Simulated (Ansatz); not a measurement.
The starting structures come from a database of crystals and need not be the phases stable at ambient conditions.

By PBEsol, the system below comes out a metal.

Crystal: Sb (Pm-3m, simple cubic, not sure to be the ambient phase, 1 atom a cell, 29.3 Å³ an atom); planes in its conventional cell.

Calculation: PBEsol (plane waves, PAW; Ansatz, a quantum-chemistry and plane-wave program).

Ballistic conductance counts the channels of both spins, as a mean over 0.1 eV about the Fermi level; spin-orbit coupling is left out.

| plane | area (Å²) | G/A (10¹⁵ S/m²) |
|---|---|---|
| (110) | 13.4 | 1.1 |
| (111) | 16.5 | (withheld) |
| (001) | 9.5 | (withheld) |

Task: Fill in the missing entries.

Result: 
- (111), G/A (10¹⁵ S/m²): 1.2
- (001), G/A (10¹⁵ S/m²): 0.92
